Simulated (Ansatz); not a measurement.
Base system: ZrN in the rock salt structure (space group Fm-3m, No. 225; a = 4.553 Å; relaxed with 0.1 eV smearing). Axes: x, y, z lie along the cube axes.

Computed with PBEsol/PAW in Ansatz (a quantum-chemistry and plane-wave program), without spin-orbit coupling, earlier PAW set.

For the base:

- Pressure = 0.0 GPa

Modification: uniaxial strain ε_xx = +0.51 %, all other strain components held at zero, atoms relaxed at fixed cell.

**Question.** Estimate the effect on the pressure and energy relative to the base.

**Answer.** The pressure (mean of the normal stresses, compression positive) goes from zero to -1.3 GPa; the energy goes up by 0.5 meV/atom.

Whether these cells are dynamically stable was not tested. All final runs are without spin polarisation. An odd electron count without spin: ZrN.
